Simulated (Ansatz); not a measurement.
## Ansatz run on Na2Au (I4/mcm, 6 atoms in the cell): self-consistent single point

Method of the run: PBEsol, default PAW files made with PBE (plane waves; Ansatz, a quantum-chemistry and plane-wave program).

Input:

Ansatz 0.2 input:
```yaml
# Na2Au
crystal:
  lattice:
    - [-3.708500, 3.708500, 2.761000]
    - [3.708500, -3.708500, 2.761000]
    - [3.708500, 3.708500, -2.761000]
  atoms:
    - { symbol: Au, position: [0.250000, 0.250000, 0.000000] }
    - { symbol: Au, position: [0.750000, 0.750000, 0.000000] }
    - { symbol: Na, position: [0.658000, 0.158000, 0.816000] }
    - { symbol: Na, position: [0.158000, 0.342000, 0.500000] }
    - { symbol: Na, position: [0.342000, 0.842000, 0.184000] }
    - { symbol: Na, position: [0.842000, 0.658000, 0.500000] }
kpoints:
  mp_grid:
    grid: [8, 8, 8]
hamiltonian:
  xc: pbesol
  pseudopotentials:
    kind: paw
scf:
  occupations:
    method: fermi_dirac
    width: 0.1
output:
  forces: true
  eigenvalues: true
  stress: true
```

Log, with long lists cut:

```
WARN basis.ecutwfc = 420 eV, the default
WARN ansatz: RAYON_NUM_THREADS=1 ignored (pool sized by the plan → 1); use --threads N
Pseudopotentials: kind: paw
Pseudopotential: Au, paw, valence charge 19
Pseudopotential: Na, paw, valence charge 9
Crystal: 6 atoms, lattice volume = 151.888 Å³
Basis set: ecut = 420 eV, 2977 PW (Γ), exchange–correlation on 80×80×80 points (8 copies of the dense FFT grid, shifted against one another)
Bands: 45, of which v1, the nominal top of the filled ones, is band 37 counted from 1 (36 counted from 0)
Symmetry: 16 space group operations
Space group: I4/mcm (ITA 140), of the structure as read, at distance tolerance 5.3e-5 Å
k-points: 59 of 512
PAW frozen core: Au, regenerated for the run's functional, and the local potential with it
PAW frozen core: Na, regenerated for the run's functional, and the local potential with it
Initial density: superposition of atomic densities (neutral atoms: chi_scale 0, normalization atom), corrected by the library's trained network
Initial wavefunctions: pseudopotential atomic-orbital guess
Eigensolver: davidson
Functional: x = pbesol(κ = 0.804, μ = 0.12345679012345678), c = pbesol(β = 0.046)
SCF iter   1: F=—  HF=-31918.931566 eV  |F-HF|=—  |Δ(HF+E_count)|=         —  Δρ=2.60e-3  dr2=1.18e-2  ethr=1.77e-3  ⟨swp⟩=7.6  Hψ=10101  notcnv=0  defer=12
all-band conjugate gradients solve this SCF's bands
preconditioner: auto → Kerker (q_TF=auto, 2.420 Å⁻¹)
SCF iter   2: F=—  HF=-31918.929758 eV  |F-HF|=—  |Δ(HF+E_count)|=   1.81e-3  Δρ=1.21e-3  dr2=5.77e-3  ethr=1.60e-5  ⟨swp⟩=2.1  Hψ=4016  notcnv=0  defer=15
SCF iter   3: F=—  HF=-31918.928600 eV  |F-HF|=—  |Δ(HF+E_count)|=   1.16e-3  Δρ=4.45e-4  dr2=1.49e-3  ethr=7.79e-6  ⟨swp⟩=1.3  Hψ=2639  notcnv=0  defer=15
SCF iter   4: F=—  HF=-31918.928247 eV  |F-HF|=—  |Δ(HF+E_count)|=   3.52e-4  Δρ=1.52e-4  dr2=4.26e-5  ethr=2.02e-6  ⟨swp⟩=2.0  Hψ=2856  notcnv=0  defer=15
SCF iter   5: F=—  HF=-31918.928254 eV  |F-HF|=—  |Δ(HF+E_count)|=   7.28e-6  Δρ=6.02e-5  dr2=7.67e-6  ethr=5.76e-8  ⟨swp⟩=2.8  Hψ=5231  notcnv=0  defer=15
SCF iter   6: F=—  HF=-31918.928254 eV  |F-HF|=—  |Δ(HF+E_count)|=   5.02e-7  Δρ=1.44e-5  dr2=5.58e-7  ethr=1.04e-8  ⟨swp⟩=2.0  Hψ=3388  notcnv=0  defer=15
SCF iter   7: F=-31918.928254 eV  HF=-31918.928254 eV  |F-HF|=2.54e-8  |Δ(HF+E_count)|=   3.78e-8  Δρ=5.66e-6  dr2=7.40e-8  ethr=1.35e-10  ⟨swp⟩=8.6  Hψ=10440  notcnv=0
SCF 1 converged in 7 iterations: F = -31918.928254 eV  dr2 = 7.40e-8
SCF converged after 7 iterations
Free energy (F): -31918.928254 eV
Harris-Foulkes:  -31918.928254 eV  (|F-HF|=2.54e-8)
Internal energy: -31918.854687 eV  (E = F + TS)
E sigma→0 (E₀):  -31918.891470 eV
Entropy (-TS):   -0.073567 eV (-12.261 meV/atom)
Fermi energy:    6.418726 eV
--- Per-component energies (eV) ---
  E_band       = -1720.485355
  E_kinetic    = 1693.281914
  E_local      = -11457.251405  (includes V_loc(G=0)·N_el)
  E_nonlocal   = 615.931635
  E_hartree    = 4528.791318
  E_xc         = -605.564691
  E_vxc        = -746.153938  (∫ρ·V_xc dr)
  E_paw        = -20144.638080  (= ΣΔE_a)
  E_vpaw       = -883.860337  (= ΣTr[D̂ρ^β])
  E_aug_tail   = 0.002660  (compensation charges beyond the density's cutoff)
  E_ewald      = -6550.245770
  E_core_change = 0.837733  (= ΣΔE_core)
  E_smearing   = -0.073567  (= −TS)
  E_closure    = -0.000000  (closes the sum)
  Σ components = -31918.928254   (vs F -31918.928254, Δ=0.00e0)
--- Forces (eV/Å), atoms counted from 1 ---
  atom   1  Au     0.00000000    -0.00000000     0.00000000
  atom   2  Au     0.00000000    -0.00000000     0.00000000
  atom   3  Na     0.20069913     0.20069913     0.00000000
  atom   4  Na    -0.20069913     0.20069913    -0.00000000
  atom   5  Na    -0.20069913    -0.20069913     0.00000000
  atom   6  Na     0.20069913    -0.20069913    -0.00000000
  max |Σ_I F_I| component: 2.78e-17 eV/Å
--- Stress (GPa, compression-positive) ---
       -1.098531       0.000000      -0.000000
        0.000000      -1.098531      -0.000000
       -0.000000      -0.000000      -1.098376
  P = ⅓ Tr σ = -1.0985 GPa (-10.985 kbar)
  The stress holds the Pulay correction. Without it, at fixed plane waves, as pw.x and ABINIT print it: P = -1.1099 GPa
--- Band table (eV; the first three rows and the last of 59) ---
  k-point 0: bands = ["-98.9099", "-98.9020", "-50.4144", "-50.2794", "-50.2794", "-50.2625", "-50.2625", "-50.2236", "-45.7879", "-45.7853", "-45.7822", "-45.7822", "-17.9260", "-17.9223", "-17.9074", "-17.9074", "-17.8907", "-17.8799", "-17.8799", [...]
  k-point 1: bands = ["-98.9099", "-98.9020", "-50.4144", "-50.2794", "-50.2794", "-50.2625", "-50.2625", "-50.2236", "-45.7878", "-45.7852", "-45.7823", "-45.7821", "-17.9259", "-17.9211", "-17.9094", "-17.9075", "-17.8881", "-17.8809", "-17.8798", [...]
  k-point 2: bands = ["-98.9099", "-98.9020", "-50.4144", "-50.2794", "-50.2794", "-50.2625", "-50.2625", "-50.2236", "-45.7874", "-45.7852", "-45.7827", "-45.7821", "-17.9260", "-17.9171", "-17.9129", "-17.9076", "-17.8839", "-17.8829", "-17.8795", [...]
  k-point 58: bands = ["-98.9099", "-98.9020", "-50.4144", "-50.2795", "-50.2795", "-50.2625", "-50.2625", "-50.2236", "-45.7848", "-45.7848", "-45.7846", "-45.7831", "-17.9278", "-17.9213", "-17.8991", "-17.8953", "-17.8919", "-17.8919", [...]
```

The run converged in 7 iterations.

The starting cell comes from a database of published, mostly measured structures (it also holds non-ambient and calculated ones), without a prior relaxation at this level. Spin-orbit coupling is off. Ansatz's pressure includes its estimate of the finite-basis (Pulay) stress.
